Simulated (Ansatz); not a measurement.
Si (diamond structure), Σ5 (310) [001] symmetric tilt. One C atom replaces one Si atom in a bicrystal of 48 atoms (one solute to 47 Å² of one boundary, a high coverage); atoms relaxed, cell held. Energies count from the site farthest from both boundaries, which lies only 5.2 Å away; negative means that the solute is drawn to the site. The cell is neutral, and spin is allowed where the electrons are odd. k-points: Γ-centred 3×4×1 mesh; occupations: Fermi-Dirac, 0.050 eV; spin polarisation not allowed. Scalar-relativistic, no spin-orbit coupling.

Sites tried, by distance from the nearest boundary plane (Å): 0.00, 0.85, 0.85, 1.81.

Task: Does C segregate by Ansatz (a first-principles code) with PBE, and with what energy at each site?

Result: 0.00 Å: 0.15 eV; 0.85 Å: 0.16 eV; 0.85 Å: 0.16 eV; 1.81 Å: -0.36 eV. The most favoured site tried binds it by 0.36 eV.
